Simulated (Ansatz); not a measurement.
Input:

```
CELL_PARAMETERS angstrom
      3.42147     0.00000     0.00000
      1.71074     2.96308     0.00000
      0.00000     0.00000     5.47590
ATOMIC_POSITIONS crystal
  Ti 0.00000 0.00000 0.00000
  S  0.33333 0.33333 0.25622
  S  0.66667 0.66667 0.74378
```

No spin polarisation.

Calculations: Ansatz (a quantum-chemistry and plane-wave program), PBE-D3(BJ), PAW, cutoff 420 eV, no SOC, earlier PAW set. Γ-centred 20×20×11 mesh, Fermi–Dirac width 0.1 eV.

Task: Estimate the pressure (mean of the normal stresses, compression positive).

Result: -2.0 GPa.

Task: What space group does the calculation give?

Result: P-3m1 (No. 164).

Task: Estimate the band gap.

Result: Zero.

The cells carry an imposed strain or load. Whether these cells are dynamically stable was not tested. The final runs are not spin-polarised. The cell was made from TiS2 in the CdI2 type structure (space group P-3m1, No. 164; layered, stacked along the Cartesian z axis) by this change: biaxial strain +1.85 %, plane normal [001], relaxed out of plane. A zero or small gap of TiS2 can be the functional's error rather than a property of the material.
